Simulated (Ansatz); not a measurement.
C on the N site in beta Si3N4 (start: the N(2,3-fold) site; 84-site cell, 2×2×2 shifted sampling). All values below come from PBE, PAW (plane waves to 420 eV; Ansatz, a quantum-chemistry and plane-wave program). Total energies of the localised charge states, counted from that of charge 0, and their image corrections (point charge with alignment); the host's valence-band maximum lies at 8.028 eV on the cells' energy zero and its gap is 4.25 eV.

| charge | moment (μB) | E − E(first) (eV) | correction (eV) |
|---|---|---|---|
| 0 | 1.0 | 0.000 | 0.000 |
| −1 | not spin-polarised | 8.893 | 0.227 |

Derive the transition levels above the valence-band maximum and say which of them are thermodynamic.

A level is the Fermi energy at which two charges have equal formation energy: ε(q/q′) = [E(q′) + corr(q′) − E(q) − corr(q)] / (q − q′) − E_VBM.
ε(0/−1) = [(8.893 + 0.227) − (0.000 + 0.000)] / 1 − 8.028 = 1.09 eV
Thermodynamic levels at least 0.1 eV inside the gap: (0/−1) at 1.09 eV. They hold to tenths of an eV in this cell. Only the charges listed were compared. At charge +1 the carrier sat in host band states, shallow at most. Flagged in the runs: a doubtful potential alignment, a host whose relaxation on this sampling wasn't shown to rest.
